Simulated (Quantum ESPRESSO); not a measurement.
A self-consistent single point of CeCuSi₂Ni (I-4m2, 5 atoms in the cell) with Quantum ESPRESSO.

Level of theory: PBEsol, SSSP 1.1.2 efficiency (PBE) pseudopotentials (plane waves; Quantum ESPRESSO 7.5).

```xyz
5
Lattice="-2.0664 2.0664 4.9347 2.0664 -2.0664 4.9347 2.0664 2.0664 -4.9347" Properties=species:S:1:pos:R:3 pbc="T T T"
Ce     0.0000     0.0000     0.0000
Si     0.0000     0.0000     6.1609
Si     0.0000     0.0000     3.7085
Cu     2.0664     0.0000     2.4674
Ni     0.0000     2.0664     2.4674
```

Reference input (self-consistent single point, DFT, PBEsol, plane waves, SSSP 1.1.2 efficiency (PBE) pseudopotentials): ecutwfc = 50 Ry; ecutrho = 400 Ry; occupations = smearing; smearing = marzari-vanderbilt; degauss = 0.0036749 Ry; input_dft = pbesol; K_POINTS = automatic 6 6 6 0 0 0; conv_thr = 1e-10 Ry; mixing_beta = 0.7. This run's input differs from it in these lines:

```diff
@@ -17,2 +17,3 @@
   degauss = 0.0036749,
+  nbnd = 29,
   input_dft = 'pbesol',
```

Output, abridged:

```
     Self-consistent Calculation

     iteration #  1     ecut=    50.00 Ry     beta= 0.70

     total energy              =   -1140.36868944 Ry
     estimated scf accuracy    <     123.04910470 Ry

     iteration #  2     ecut=    50.00 Ry     beta= 0.70

     total energy              =   -1248.63299842 Ry
     estimated scf accuracy    <     355.36925495 Ry

     iteration #  3     ecut=    50.00 Ry     beta= 0.70

     total energy              =   -1245.98266295 Ry
     estimated scf accuracy    <      76.52551749 Ry

   [... 95 blocks of this kind left out ...]

     iteration # 99     ecut=    50.00 Ry     beta= 0.70

     total energy              =   -1244.62598716 Ry
     estimated scf accuracy    <       0.00025660 Ry

     iteration #100     ecut=    50.00 Ry     beta= 0.70
     c_bands:  1 eigenvalues not converged

     total energy              =   -1244.62603733 Ry
     estimated scf accuracy    <       0.00009309 Ry
     End of self-consistent calculation

     convergence NOT achieved after 100 iterations: stopping

   JOB DONE.
```

The run ended unconverged after 100 iterations.  The full log also holds: “WARNING: integrated charge=    57.01087618, expected=    57.00000000”. The full log also holds: “WARNING: integrated charge=    57.01494879, expected=    57.00000000”.

The starting cell comes from a database of computed structures (which also holds hypothetical and non-ambient phases and stackings), without a prior relaxation at this level. Its lattice was rescaled by a random factor within 2.5 % of one. Spin-orbit coupling is off.

Cost on one core of a shared machine: roughly 20 min.
